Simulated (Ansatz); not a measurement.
Base system: AlN in the wurtzite structure (space group P6_3mc, No. 186; a = 3.114 Å, c = 4.984 Å).

Modification: hydrostatic tension (pressure −1 GPa).

Levels (all Ansatz, a quantum-chemistry and plane-wave program, PAW): PBEsol (420 eV, scalar-relativistic without spin-orbit coupling); PBEsol+SOC (420 eV, noncollinear with spin-orbit coupling).

The geometry is relaxed with PBEsol.

| Item | Value |
|---|---|
| PBEsol lowest conduction level above the VBM at special points | Γ 4.05 eV; K 4.89 eV; L 5.16 eV; M 5.66 eV |
| PBEsol valence-band top at Γ | 0.00, -0.22, -0.22 eV |
| PBEsol gap character | direct at Γ |
| PBEsol width of the top valence band | 2.40 eV |

**Question.** What does PBEsol+SOC give at this geometry for the lowest conduction level above the VBM at special points, valence-band top at Γ, gap character and width of the top valence band?

**Answer.** The lowest conduction level above the VBM at special points remains Γ 4.05 eV; K 4.89 eV; L 5.16 eV; M 5.66 eV; the valence-band top at Γ (three highest Kramers pairs, from the VBM) becomes 0.00, -0.21, -0.23 eV (PBEsol: 0.00, -0.22, -0.22 eV); the gap character remains direct at Γ; the width of the top valence band is nearly the same (2.40 eV against 2.39 eV).

Single points use the geometry relaxed with PBEsol. Differences between runs with and without spin-orbit coupling are approximate. Load acts through the strain it causes; cell and atoms are relaxed under it. Whether these cells are dynamically stable was not tested.
